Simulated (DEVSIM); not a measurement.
Device: Cr/La2O3/p-In0.53Ga0.47As capacitor, at 300 K.

Layer 1 from the left is La2O3, thickness (nm) 2.80. Layer 2 from the left is In0.53Ga0.47As, thickness (nm) 1100, Na (cm⁻³) 2.8e17.

Metal gate on the left, work function 4.5 eV. Fixed charge at the semiconductor interface 2.3e12 cm⁻² (in units of +e); no interface traps.

Constants are typed, rounded textbook-type inputs, not results; the design itself was drawn at random and stands for no fabricated device. Values at 300 K.

La2O3: gap (eV) 5.8, affinity (eV) 1.8, permittivity 27. In0.53Ga0.47As: gap (eV) 0.74, affinity (eV) 4.51, permittivity 13.9, Nc (cm⁻³) 2.1e17, Nv (cm⁻³) 7.7e18.

DEVSIM, 1D Poisson equation in equilibrium, Boltzmann statistics, complete ionisation; no quantum confinement or tunnelling. Metal contacts follow the ideal Schottky-Mott rule: no Fermi-level pinning, no interface dipoles.

Q: What does the simulation give for the minimum of the low-frequency capacitance, the flat-band voltage?

A: minimum of the low-frequency capacitance 0.226 μF/cm²; flat-band voltage -0.71 V.
